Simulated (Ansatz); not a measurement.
Data:

```xyz
1
Lattice="-2.5903 2.5903 2.5903 2.5903 -2.5903 2.5903 2.5903 2.5903 -2.5903" Properties=species:S:1:pos:R:3 pbc="T T T"
Ba     0.0000     0.0000     0.0000
```

No spin polarisation.

Computed with Ansatz (an electronic-structure program) PBE, no spin-orbit coupling, earlier PAW set. Γ-centred 19×19×19 mesh, Fermi–Dirac width 0.1 eV.

Estimate the band gap.

Zero.

What is the computed pressure?

-0.7 GPa.

Estimate the space group.

Im-3m (No. 229).

The cells carry an imposed strain or load. No phonon test of stability was made. The cell was made from Ba in the bcc (W type) structure (space group Im-3m, No. 229) by this change: isotropic strain +3.11 %.
